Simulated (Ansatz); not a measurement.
The starting structures come from a database of crystals and need not be the phases stable at ambient conditions.

By PBEsol, the system below comes out a metal.

A figure of merit of an interconnect metal is its ballistic conductance per area.

Input:

```yaml
crystal:
  lattice:
    - [2.93779, 0.00000, 0.00000]
    - [0.00000, 4.15466, 0.00000]
    - [0.00000, 2.07733, 2.07733]
  atoms:
    - { symbol: Si, position: [0.50000, 0.50000, 0.00000] }
    - { symbol: Os, position: [0.00000, 0.00000, 0.00000] }
```

Space group of this cell: Pm-3m, CsCl type. The cell is taken as given; by PBEsol its mean pressure is -1.1 GPa.

The current flows along the normal of the first two printed cell vectors, the (110) plane of the conventional cell. No spin-orbit coupling; the value is a mean over 0.1 eV about the Fermi level.

Problem. Estimate the ballistic conductance per area that PBEsol in Ansatz (a program for electronic structure) returns for this system.

Solution. 0.49 × 10¹⁵ S/m² for both spins.
